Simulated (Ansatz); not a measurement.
Take AlAs in the zinc blende structure (space group F-43m, No. 216; a = 5.675 Å) as the base. Axes: x, y, z lie along the cube axes.

Perturbation: tensile biaxial strain of 3.74 % in the plane normal to [001], as in epitaxy on a mismatched substrate; the out-of-plane cell vector and the atoms relax.

Levels (all Ansatz, a quantum-chemistry and plane-wave program, PAW): PBEsol (420 eV, scalar-relativistic without spin-orbit coupling); HSE06+SOC (420 eV, noncollinear with spin-orbit coupling).

The geometry is relaxed with PBEsol.

```
Property                                     Result
----------------------------  ---------------------
PBEsol valence-band top at Γ  0.00, -0.33, -0.33 eV
PBEsol band gap                             0.97 eV
```

Task: How does going to HSE06+SOC change the valence-band top at Γ and band gap?

Result: The valence-band top at Γ (three highest Kramers pairs, from the VBM) changes from 0.00, -0.33, -0.33 eV to 0.00, -0.29, -0.54 eV; the band gap rises by 0.67 eV, from 0.97 eV to 1.64 eV.

Single points use the geometry relaxed with PBEsol. HSE06 gaps are upper bounds (no full band path). The spin-orbit shifts are approximate. Stability against distortions was not tested.
